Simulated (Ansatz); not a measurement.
**InPd, pressure series**

Consider InPd in the CsCl type structure (space group Pm-3m, No. 221; a = 3.247 Å).

Cell and atoms are relaxed at each pressure.

Method: PBEsol in Ansatz (plane waves to 420 eV, PAW, no SOC).

```csv
P (GPa),V (Å³/atom)
-2.00,17.380
-1.00,17.245
0.90,17.005
2.10,16.865
4.50,16.607
9.01,16.182
15.01,15.702
22.52,15.201
30.01,14.778
```

A third-order Birch–Murnaghan fit to these points gives V₀ = 17.12 Å³/atom, B₀ = 138 GPa and B₀′ = 5.3. At pressure 30 GPa the volume is 86.3 % of V₀.

Load acts through the strain it causes; cell and atoms are relaxed under it. Stability against distortions was not tested. No other phases were tried under pressure. The final runs are not spin-polarised.

Ansatz is a program for electronic structure.
